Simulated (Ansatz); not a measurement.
The parent structure is ZnS in the wurtzite structure (space group P6_3mc, No. 186; a = 3.845 Å, c = 6.306 Å).

It is then changed as follows: every lattice vector is stretched by 1.38 %; the atoms relax in the strained cell.

Levels (all Ansatz, an electronic-structure program, PAW, earlier PAW set): PBE (420 eV, spin-orbit coupling left out); HSE06 (420 eV, spin-orbit coupling left out).

The geometry is relaxed with PBE.

PBE band gap: 1.90 eV

Question: How does going to HSE06 change the band gap?

Answer: The band gap goes up by 1.20 eV to 3.10 eV.

Single points use the geometry relaxed with PBE. Stability against distortions was not tested.
